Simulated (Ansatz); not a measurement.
Start from VN in the zinc blende structure (space group F-43m, No. 216; a = 4.383 Å; a model cell, its experimental status unchecked).

All numbers come from Ansatz (a program for electronic structure), PBEsol, PAW, cutoff 420 eV, scalar-relativistic without spin-orbit coupling.

Before the change:

```
Item                                Value
-----------------------------  ----------
Shortest interatomic distance     1.898 Å
Density                        5.12 g/cm³
```

One thing is altered: full substitution V → Nb, then cell and atoms are relaxed.

Tabulated Pauling electronegativity and covalent radius: V 1.63, 1.53 Å; Nb 1.60, 1.64 Å.

**Question.** Estimate the effect on the shortest interatomic distance and density.

**Answer.** The shortest interatomic distance grows by 0.147 Å to 2.045 Å; the density rises by 1.62 g/cm³ (5.12 g/cm³ → 6.74 g/cm³).

Whether these cells are dynamically stable was not tested. For NbN in this form, whether it has been made was not checked. Seeded moments were not kept for the base. The final runs are not spin-polarised.
